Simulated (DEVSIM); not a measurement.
Structure: Schottky contact on n-type Si, at 300 K.

| layer (left to right) | material | thickness (μm) | Nd (cm⁻³) | τn (s) | τp (s) |
|---|---|---|---|---|---|
| 1 | Si | 11.0 | 5.4e16 | 5.3e-6 | 5.3e-6 |

Left contact: Schottky, work function 4.47 eV, emission velocity 1.8e6 cm/s. Right contact: ohmic. Voltage is applied to the left contact. Recombination: SRH at mid-gap. Mobility is constant in doping.

Constants are typed, rounded textbook-type inputs, not results; the design itself was drawn at random and stands for no fabricated device. Values at 300 K.

| parameter | Si |
|---|---|
| gap (eV) | 1.124 |
| affinity (eV) | 4.05 |
| permittivity | 11.7 |
| Nc (cm⁻³) | 2.86e19 |
| Nv (cm⁻³) | 3.1e19 |
| μn (cm²/Vs) | 1417 |
| μp (cm²/Vs) | 470 |

DEVSIM, 1D drift-diffusion, Boltzmann statistics, complete ionisation; no tunnelling, impact ionisation, image-force lowering or self-heating. Metal contacts follow the ideal Schottky-Mott rule: no Fermi-level pinning, no interface dipoles.

The metal work function was swept, all else fixed.

```tsv
metal work function (eV)	potential step across the device at zero bias (V)	largest field in the device at zero bias (V/cm)
4.32	0.108	37000
4.37	0.158	47000
4.42	0.208	55000
4.47	0.258	62000
4.52	0.308	68000
4.57	0.358	74000
4.62	0.408	79000
4.67	0.458	85000
```

From the first row to the last the potential step across the device at zero bias goes from 0.108 to 0.458. From the first row to the last the largest field in the device at zero bias goes from 37000 to 85000.
